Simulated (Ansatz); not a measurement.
Take CdS in the wurtzite structure (space group P6_3mc, No. 186; a = 4.196 Å, c = 6.830 Å) as the base. Axes: x lies along a and z along c of the hexagonal cell.

Modification: compressive biaxial strain of 0.40 % in the plane normal to [001], as in epitaxy on a mismatched substrate; the out-of-plane cell vector and the atoms relax.

Levels (all Ansatz, a program for electronic structure, PAW): PBE (420 eV, spin-orbit coupling left out); HSE06 (420 eV, scalar-relativistic without spin-orbit coupling).

The geometry is relaxed with PBE.

| Item | Value |
|---|---|
| PBE lowest conduction level above the VBM at special points | Γ 1.11 eV; A 2.77 eV; L 3.43 eV |

With HSE06 at the same geometry, the lowest conduction level above the VBM at special points becomes Γ 2.12 eV; A 3.84 eV; L 4.46 eV (PBE: Γ 1.11 eV; A 2.77 eV; L 3.43 eV).

Single points use the geometry relaxed with PBE. The levels and masses belong to the bands next to the band gap. No phonon test of stability was made.
